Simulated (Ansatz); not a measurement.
# Hypothetical rock salt BP, pressure series

Take BP in the rock salt structure (space group Fm-3m, No. 225; a = 4.321 Å; a hypothetical phase, not in the database extracts checked) as the base.

Cell and atoms are relaxed at each pressure.

Levels (all Ansatz, a quantum-chemistry and plane-wave program, PAW): PBE (420 eV, no SOC); PBEsol (420 eV, scalar-relativistic without spin-orbit coupling).

The base cell above is that of PBE; each level relaxes its own structures.

```json
[
 {"case": "pressure −2 GPa", "lattice parameter a, PBE": "4.339 Å", "lattice parameter a, PBEsol": "___"},
 {"case": "pressure −1 GPa", "lattice parameter a, PBE": "4.329 Å", "lattice parameter a, PBEsol": "4.297 Å"},
 {"case": "pressure 0.3 GPa", "lattice parameter a, PBE": "4.318 Å", "lattice parameter a, PBEsol": "___"},
 {"case": "pressure 0.7 GPa", "lattice parameter a, PBE": "4.314 Å", "lattice parameter a, PBEsol": "___"},
 {"case": "pressure 1.5 GPa", "lattice parameter a, PBE": "4.308 Å", "lattice parameter a, PBEsol": "4.276 Å"},
 {"case": "pressure 3 GPa", "lattice parameter a, PBE": "4.295 Å", "lattice parameter a, PBEsol": "4.265 Å"},
 {"case": "pressure 5 GPa", "lattice parameter a, PBE": "4.279 Å", "lattice parameter a, PBEsol": "___"},
 {"case": "pressure 7.5 GPa", "lattice parameter a, PBE": "4.260 Å", "lattice parameter a, PBEsol": "4.231 Å"},
 {"case": "pressure 10 GPa", "lattice parameter a, PBE": "4.242 Å", "lattice parameter a, PBEsol": "4.214 Å"}
]
```

What belongs in the blanks?


- pressure −2 GPa, lattice parameter a, PBEsol: 4.306 Å
- pressure 0.3 GPa, lattice parameter a, PBEsol: 4.286 Å
- pressure 0.7 GPa, lattice parameter a, PBEsol: 4.283 Å
- pressure 5 GPa, lattice parameter a, PBEsol: 4.249 Å

PBE lies above PBEsol in every row, by 0.028 Å to 0.033 Å. They put the cases in the same order.

Load acts through the strain it causes; cell and atoms are relaxed under it. No phonon test of stability was made. No other phases were tried under pressure. All final runs are without spin polarisation.
